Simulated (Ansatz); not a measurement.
Consider Au in the fcc (Cu type) structure (space group Fm-3m, No. 225; a = 4.124 Å; relaxed with 0.1 eV smearing). Axes: x, y, z lie along the cube axes.

Level of theory: r2SCAN, PAW, 500 eV (Ansatz, an electronic-structure program; no spin-orbit coupling), earlier PAW set.

Base values:

The shortest interatomic distance is 2.916 Å and the pressure comes out as 0.0 GPa.

The change: the symmetric strain tensor [0.0066 -0.0010 -0.0089; -0.0010 0.0184 0.0032; -0.0089 0.0032 -0.0115]; the atoms relax in the strained cell.

Q: How does this affect the energy relative to the base?

A: The energy grows by 2.2 meV/atom.

Q: What does the calculation give for the shortest interatomic distance after the change?

A: The shortest interatomic distance shrinks by 0.0328 Å (2.916 Å → 2.884 Å).

Q: Estimate the effect on the pressure.

A: The pressure (mean of the normal stresses, compression positive) goes from zero to -1.9 GPa.

No phonon test of stability was made.
